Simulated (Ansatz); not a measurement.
Levels about the gap of amorphous Si24O47H2 (73 atoms in a cell of 1144 Å³, 2.07 g/cm³; zone centre alone, so wide bands show as single levels with stretches between that a denser mesh fills), at the geometry that PBE relaxed, where it gives -1.0 GPa on a denser mesh. The participation number counts the atoms over which a state spreads; weights are charges in smoothed Voronoi cells. The levels come from a single point, so bond lengths are those of that geometry. Method of the levels: PBE, scalar-relativistic without spin-orbit coupling (Ansatz, a quantum-chemistry and plane-wave program). Sampling: the zone centre alone; Fermi-Dirac width 0.02 eV; no spin polarisation. The usual formal charges leave 4 electrons over, so the level spacing at the Fermi energy parts defect or band states and needn't be the band gap. At PBE the levels at both edges of the gap are localised (band-tail or defect states), and the nearest spread-out levels lie 5.8 eV apart at the zone centre.

The cell was made by melting and quenching with the CHGNet potential and then relaxed with DFT. O atoms were pushed apart under 1.9 Å during the dynamics, to hinder bonds among them. The hot cell started wider than the set density and was brought back towards it in steps. It is the lowest in DFT energy of 2 quenches. It is a model cell: composition and starting density were chosen by hand, and all elements were melted together. No dispersion term was used. Its density started from a set value of 2.07 and ended at 2.07 g/cm³. The simulated quench (nominally 200 K/ps over its main leg) is rapid and tends to freeze in more defects than a deposited or slowly cooled glass has. Values belong to this one cell and scatter from quench to quench. The volume was held where the preparation left it and the shape relaxed, at a PBE pressure of -1.0 GPa (tension). Stress components on the final sampling reach 1.0 GPa.

```csv
"E - E(highest filled), eV",filling,participation number,largest on,weight O,weight Si,weight H
-2.67,filled,16.1,"O, 2 neighbours",0.96,0.04,0.00
-2.58,filled,7.9,"O, 2 neighbours",0.93,0.04,0.03
-2.58,filled,9.4,"O, 2 neighbours",0.94,0.05,0.01
-2.51,filled,16.4,"O, 2 neighbours",0.95,0.04,0.01
-2.43,filled,4.5,"O, 2 neighbours",0.93,0.03,0.04
-1.09,filled,2.2,"Si, 2 neighbours",0.31,0.68,0.01
0.00,filled,3.0,"Si, 3 neighbours",0.30,0.64,0.06
2.08,empty,6.0,"Si, 3 neighbours",0.49,0.50,0.01
2.69,empty,2.5,"Si, 2 neighbours",0.30,0.67,0.02
3.08,empty,6.4,"Si, 3 neighbours",0.49,0.50,0.01
3.33,empty,15.9,"Si, 3 neighbours",0.56,0.42,0.02
4.15,empty,30.4,"Si, 4 neighbours",0.59,0.39,0.02
4.44,empty,45.1,"Si, 3 neighbours",0.60,0.35,0.05
4.58,empty,36.9,"O, 2 neighbours",0.64,0.34,0.02
```

Most localised among these is the filled level at -1.09 eV, on a Si atom, which has 2 neighbours (O 1.68 Å, O 1.70 Å).
